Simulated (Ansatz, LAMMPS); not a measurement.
Random Si-Ge alloy, 4x4x4 cubic cells, lattice parameter by Vegard's rule. Cell 21.95 × 21.95 × 21.95 Å, Si483Ge29, 512 atoms. Prepared with Tersoff's 1989 multicomponent potential (SiCGe.tersoff) in LAMMPS: minimisation. 

Basis: localised support functions (accuracy medium) on a full density matrix. k-points: zone centre alone; occupations: Fermi-Dirac, 0.020 eV; spin polarisation not allowed. Scalar-relativistic, no spin-orbit coupling.

What is the computed energy, gap and bonding (PBE, support functions at accuracy medium on the grid of 370 eV (Ansatz, a first-principles code))?


- energy over the perfect crystal(s), per atom = 4 meV/atom
- Kohn-Sham gap of the cell on its k-mesh = 0.62 eV
- coordination (neighbours within 2.842 Å) = 100.0 % 4-fold
- Ge-Ge bonds, mean ± spread = 2.460 ± 0.001 Å
- Ge-Si bonds, mean ± spread = 2.414 ± 0.003 Å
- Si-Si bonds, mean ± spread = 2.371 ± 0.004 Å
- bond angles, mean ± spread = 109.5° ± 0.6°
- pressure = -0.24 GPa
